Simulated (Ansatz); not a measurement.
Al on the 1x1 (100) surface of fcc Cu, one in a 2x2 cell, energies for each (26.4 Å²). Energies are against an atom of fcc Al, without zero-point or thermal terms; each row is named by its start.

Calculation: PBE (plane waves to 420 eV, PAW; Ansatz, an electronic-structure program).

Set-up: 17 atoms, 5.3 Å thick at the start under the adsorbate (thin: gaps and levels are the slab's own); mesh 6x6x1; 0.1 eV smearing; dipole correction on; 8 atoms held, the rest relaxed; each run with such symmetry as its start has; no spin, no spin-orbit, no U, no dispersion correction.

A negative adsorption energy means that the adsorbate is more stable on the surface than in its reference. Heights count from the host atoms within 0.3 Å of the top one.

```csv
starting site,E_ads (eV),height (Å),nearest host atom (Å),bonded to,Δ work function (eV),lateral drift (Å)
top Cu,0.83,2.08,Cu 2.27,Cu,-0.51,0.0
hollow Cu-Cu-Cu-Cu over Cu at depth 1.8 Å,0.05,1.62,Cu 2.46,4 Cu,-0.38,0.0
bridge Cu-Cu (span 2.6 Å),0.53,1.92,Cu 2.37,2 Cu,-0.47,0.0
```
